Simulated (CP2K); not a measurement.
CP2K run on ZrOs3 (Pm-3m, 4 atoms in the cell): self-consistent single point.

Level of theory: TPSS, GPW, DZVP-MOLOPT-SR-GTH basis, GTH-PBE potentials (GTH_POTENTIALS) (CP2K).

```
CELL_PARAMETERS angstrom
      4.08292     0.00000     0.00000
      0.00000     4.08292     0.00000
      0.00000     0.00000     4.08292
ATOMIC_POSITIONS crystal
  Zr 0.00000 0.00000 0.00000
  Os 0.50000 0.50000 0.00000
  Os 0.00000 0.50000 0.50000
  Os 0.50000 0.00000 0.50000
```

Reference input (self-consistent single point, DFT LDA (Pade form), GPW, DZVP-MOLOPT-SR-GTH basis, GTH-PADE potentials (GTH_POTENTIALS)): CUTOFF = 500 Ry; REL_CUTOFF = 40 Ry; SMEAR/METHOD = MARZARI_VANDERBILT; SIGMA = 0.136 eV; KPOINTS/SCHEME = MONKHORST-PACK 6 6 6; GAMMA_CENTERED = T; XC_FUNCTIONAL = PADE; Zr/BASIS_SET = DZVP-MOLOPT-SR-GTH-q12; Zr/POTENTIAL = GTH-PADE-q12; Os/BASIS_SET = DZVP-MOLOPT-SR-GTH-q16; Os/POTENTIAL = GTH-PADE-q16; METHOD = GPW. This run's input differs from it in these lines:

```diff
@@ -16,3 +16,3 @@
     &MGRID
-      CUTOFF 500
+      CUTOFF 800
       REL_CUTOFF 40
@@ -44,3 +44,3 @@
     &XC
-      &XC_FUNCTIONAL PADE
+      &XC_FUNCTIONAL TPSS
       &END XC_FUNCTIONAL
@@ -76,3 +76,3 @@
       BASIS_SET DZVP-MOLOPT-SR-GTH-q12
-      POTENTIAL GTH-PADE-q12
+      POTENTIAL GTH-PBE-q12
     &END KIND
@@ -80,3 +80,3 @@
       BASIS_SET DZVP-MOLOPT-SR-GTH-q16
-      POTENTIAL GTH-PADE-q16
+      POTENTIAL GTH-PBE-q16
     &END KIND
```

Log, with long lists cut:

```
 SCF WAVEFUNCTION OPTIMIZATION

  Step     Update method      Time    Convergence         Total energy    Change
     1 NoMix/Diag. 0.20E+00      -     1.73556533      -323.7546749716 -3.24E+02
     2 Broy./Diag. 0.20E+00      -     0.04122919      -325.1249399976 -1.37E+00
     3 Broy./Diag. 0.20E+00      -     0.07974020      -323.7964294811  1.33E+00
     4 Broy./Diag. 0.20E+00      -     0.05611431      -322.6591627999  1.14E+00
     5 Broy./Diag. 0.20E+00      -     0.02780127      -322.8014369663 -1.42E-01
     6 Broy./Diag. 0.20E+00      -     0.00157568      -322.4349557804  3.66E-01
   [... 6 lines left out ...]
    13 Broy./Diag. 0.20E+00      -     0.00000345      -322.4062519387  9.43E-06
    14 Broy./Diag. 0.20E+00      -     0.00000069      -322.4062283755  2.36E-05
    15 Broy./Diag. 0.20E+00      -     0.00000027      -322.4062347908 -6.42E-06
    16 Broy./Diag. 0.20E+00      -     0.00000009      -322.4062374636 -2.67E-06
  *** SCF run converged in    16 steps ***

  Overlap energy of the core charge distribution:               0.00000000006950
  Self energy of the core charge distribution:               -503.06135043669002
  Core Hamiltonian energy:                                    110.02565308892889
  Hartree energy:                                             105.03457951994396
  Exchange-correlation energy:                                -34.40482123179642
  Smearing free energy correction:                             -0.00029840375727
  Fermi energy:                                                 0.52991486868017

  Total energy:                                              -322.40623746363173

                     Mulliken Population Analysis

 #  Atom  Element  Kind  Atomic population                           Net charge
   [... lines left out ...]

 STRESS| Analytical stress tensor [bar]
 STRESS|                        x                   y                   z
 STRESS|      x       -2.26979267140E+05   5.04244326429E-06   5.04503779077E-06
 STRESS|      y        5.04244326429E-06  -2.26979705143E+05   5.04323012286E-06
 STRESS|      z        5.04503779077E-06   5.04323012286E-06  -2.26978635388E+05
 STRESS| 1/3 Trace                                            -2.26979202557E+05
```

The run converged in 16 iterations. Against the reference run the pressure goes from -42.32 to -22.70 GPa.

The starting cell comes from a database of computed structures (which also holds hypothetical and non-ambient phases and stackings), without a prior relaxation at this level. Its lattice was rescaled by a random factor within 2.5 % of one. Spin polarisation is off. Values carry the incompleteness of an atom-centred basis. The potentials were made for another functional than the one used. With a pressure of about -23 GPa the cell is away from its equilibrium volume at this level.

Cost on one core of a shared machine: roughly 4 min.
